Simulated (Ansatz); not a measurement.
## A constructed model of the (0001) surface of 4H silicon carbide, Si-terminated, (√3x√3)R30° Al adatom at T4 (bottom of the slab: 3 H on 3 bottom sites)

These are PBE (plane waves to 420 eV, PAW; Ansatz, an electronic-structure program) values and carry that method's errors.

Set-up: 28 atoms, 11.0 Å thick at the start with caps and adatoms (thin: gaps and levels are the slab's own); mesh 6x6x1; 0.025 eV smearing; dipole correction on; 6 atoms held, the rest relaxed; held to the start's symmetry, so lower structures may exist; no spin, no spin-orbit, no U. In PBE it is, or lies within 0.01 eV a 1x1 cell of, the lowest of the 2 structures of its composition computed so far; subsurface sites and larger cells were not tried.

```
Quantity                                                                 Value
-----------------------------------------------  -----------------------------
gap of the slab on its k-mesh                                          1.80 eV
highest filled level below the top vacuum level                        4.61 eV
energy released by relaxation                                          0.14 eV
cost                                             very roughly 2.5 core-minutes
```
